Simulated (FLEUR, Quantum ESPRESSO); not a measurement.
A Quantum ESPRESSO input for a self-consistent single point of MoTe2 (P6_3/mmc, 6 atoms in the cell) (DFT, PBEsol, plane waves, PSlibrary PAW (PBE) pseudopotentials):

```fortran
&CONTROL
   calculation = 'scf'
   prefix = 'run'
   outdir = './work'
   pseudo_dir = './'
   tprnfor = .true.
   tstress = .true.
/
&SYSTEM
   ibrav = 4
   celldm(1) = 6.64518411
   celldm(3) = 3.9659090987
   nat = 6
   ntyp = 2
   ecutwfc = 55
   ecutrho = 330
   occupations = 'smearing'
   smearing = 'fermi-dirac'
   degauss = 0.0036749
   input_dft = 'pbesol'
/
&ELECTRONS
   conv_thr = 1.0d-9
/
ATOMIC_SPECIES
Te   127.6000  Te.pbe-n-kjpaw_psl.1.0.0.UPF
Mo    95.9500  Mo.pbe-spn-kjpaw_psl.1.0.0.UPF
ATOMIC_POSITIONS {alat}
Te    0.00000000    0.57735027    3.48603410
Te    0.50000000    0.28867514    1.50307955
Te    0.50000000    0.28867514    0.47987500
Te    0.00000000    0.57735027    2.46282955
Mo    0.00000000    0.57735027    0.99147728
Mo    0.50000000    0.28867514    2.97443182
K_POINTS {automatic}
6 6 2  0 0 0
```

**Question.** Translate this input to FLEUR.

**Answer.** One input that does it (others would too):

Input of the input generator:

```
MoTe2
&input film=f /
3.3225920549 -5.7548982519 0.0000000000
3.3225920549 5.7548982519 0.0000000000
0.0000000000 0.0000000000 26.3541961231
1.0
1.0 1.0 1.0

6
52 0.3333333333 0.6666666667 0.8790000000
52 0.6666666667 0.3333333333 0.3790000000
52 0.6666666667 0.3333333333 0.1210000000
52 0.3333333333 0.6666666667 0.6210000000
42 0.3333333333 0.6666666667 0.2500000000
42 0.6666666667 0.3333333333 0.7500000000

&comp jspins=1 /
&exco xctyp='PBEs' /
&kpt div1=6 div2=6 div3=2 gamma=t /
&end /
```

```xml
<?xml version="1.0" encoding="UTF-8" standalone="no"?>
<fleurInput fleurInputVersion="0.39">
   <comment>
      MoTe2                                                                                               
   </comment>
   <calculationSetup>
      <cutoffs Kmax="4.2" Gmax="16.8" GmaxXC="16.8" numbands="0"/>
      <scfLoop itmax="100" minDistance="0.00001" maxIterBroyd="99" imix="Anderson" alpha="0.05" precondParam="0.0" spinf="2.0"/>
      <coreElectrons ctail="T" frcor="F" kcrel="0" coretail_lmax="0"/>
      <xcFunctional name="PBEs" relativisticCorrections="F"/>
      <magnetism jspins="1"/>
      <soc l_soc="F" theta="0.0" phi="0.0" spav="F"/>
      <expertModes spex="0" secvar="F"/>
      <geometryOptimization l_f="T" forcealpha="1.0" forcemix="BFGS" epsdisp="0.00001" epsforce="0.00001"/>
      <ldaU l_linMix="F" mixParam="0.05" spinf="1.0"/>
   </calculationSetup>
   <cell>
      <bzIntegration valenceElectrons="92.0" mode="hist" fermiSmearingEnergy="0.00183747">
         <kPointListSelection listName="default-1"/>
         <!-- k-points included here -->
         <xi:include xmlns:xi="http://www.w3.org/2001/XInclude" href="kpts.xml"> </xi:include>
      </bzIntegration>
      <!-- symmetry operations included here -->
      <xi:include xmlns:xi="http://www.w3.org/2001/XInclude" href="sym.xml"> </xi:include>
      <bulkLattice scale="1.0">
         <bravaisMatrix>
            <row-1>    3.3225920548999999    -5.7548982519000003     0.0000000000000000</row-1>
            <row-2>    3.3225920548999999     5.7548982519000003     0.0000000000000000</row-2>
            <row-3>    0.0000000000000000     0.0000000000000000    26.3541961230999995</row-3>
         </bravaisMatrix>
      </bulkLattice>
   </cell>
   <atomSpecies>
      <species name="Tellurium (Te)" element="Te" atomicNumber="52">
         <mtSphere radius="2.40" gridPoints="827" logIncrement="0.016"/>
         <atomicCutoffs lmax="10" lnonsphr="8"/>
         <electronConfig flipSpins="F">
            <coreConfig>(1s1/2) (2s1/2) (2p1/2) (2p3/2) (3s1/2) (3p1/2) (3p3/2) (4s1/2) (3d3/2) (3d5/2) (4p1/2) (4p3/2)</coreConfig>
            <valenceConfig>(5s1/2) (4d3/2) (4d5/2) (5p1/2) (5p3/2)</valenceConfig>
            <stateOccupation state="(5p1/2)" spinUp="0.6666666666667" spinDown="0.6666666666667"/>
            <stateOccupation state="(5p3/2)" spinUp="1.3333333333333" spinDown="1.3333333333333"/>
         </electronConfig>
         <energyParameters s="5" p="5" d="5" f="4"/>
         <lo type="SCLO" l="2" n="4" eDeriv="0"/>
      </species>
      <species name="Molybdenum (Mo)" element="Mo" atomicNumber="42">
         <mtSphere radius="2.40" gridPoints="827" logIncrement="0.015"/>
         <atomicCutoffs lmax="10" lnonsphr="8"/>
         <electronConfig flipSpins="F">
            <coreConfig>(1s1/2) (2s1/2) (2p1/2) (2p3/2) (3s1/2) (3p1/2) (3p3/2) (3d3/2) (3d5/2)</coreConfig>
            <valenceConfig>(4s1/2) (4p1/2) (4p3/2) (5s1/2) (4d3/2) (4d5/2)</valenceConfig>
            <stateOccupation state="(5s1/2)" spinUp="0.5" spinDown="0.5"/>
            <stateOccupation state="(4d3/2)" spinUp="1.0" spinDown="1.0"/>
            <stateOccupation state="(4d5/2)" spinUp="1.5" spinDown="1.5"/>
         </electronConfig>
         <energyParameters s="5" p="5" d="4" f="4"/>
         <lo type="SCLO" l="0" n="4" eDeriv="0"/>
         <lo type="SCLO" l="1" n="4" eDeriv="0"/>
      </species>
   </atomSpecies>
   <atomGroups>
      <atomGroup species="Tellurium (Te)">
         <relPos label="                   1">1.000/3.000 -1.000/3.000 -.1210000000</relPos>
         <relPos label="                   2">-1.000/3.000 1.000/3.000 .3790000000</relPos>
         <relPos label="                   3">-1.000/3.000 1.000/3.000 .1210000000</relPos>
         <relPos label="                   4">1.000/3.000 -1.000/3.000 -.3790000000</relPos>
         <force calculate="T" relaxXYZ="TTT"/>
      </atomGroup>
      <atomGroup species="Molybdenum (Mo)">
         <relPos label="                   5">1.000/3.000 -1.000/3.000 1.000/4.000</relPos>
         <relPos label="                   6">-1.000/3.000 1.000/3.000 -1.000/4.000</relPos>
         <force calculate="T" relaxXYZ="TTT"/>
      </atomGroup>
   </atomGroups>
   <output dos="F" band="F" slice="F">
      <checks vchk="F" cdinf="F"/>
      <bandDOS minEnergy="-.5*Htr" maxEnergy="0.5*Htr" sigma="0.015" storeEVData="T"/>
      <vacuumDOS vacdos="F" integ="F" star="F" nstars="0" locx1="0.0" locy1="0.0" locx2="0.0" locy2="0.0" nstm="0" tworkf="0.0"/>
      <unfoldingBand unfoldBand="F" supercellX="1" supercellY="1" supercellZ="1"/>
      <plotting iplot="0" polar="F">
         <plot TwoD="T" vec1="  1.0  0.0  0.0" vec2="  0.0  1.0  0.0" vec3="  0.0  0.0  1.0" zero="  0.0  0.0  0.0" file="plot"/>
      </plotting>
      <chargeDensitySlicing numkpt="0" minEigenval="0.0" maxEigenval="0.0" nnne="0" pallst="F"/>
      <specialOutput eonly="F"/>
      <magneticCircularDichroism mcd="F" energyLo="-10.0" energyUp="0.0"/>
   </output>
  <!-- We include the file relax.xml here to enable relaxations (see documentation) -->
  <xi:include xmlns:xi="http://www.w3.org/2001/XInclude" href="relax.xml"> <xi:fallback/> </xi:include>
</fleurInput>
```

Basis settings and potentials, where a program has them, do not carry over. This input uses DFT, PBEsol, all-electron FLAPW (FLEUR), scalar-relativistic valence.

The starting cell has typed, rounded lattice constants, without a prior relaxation at this level. Its lattice was rescaled by a random factor within 2.5 % of one.
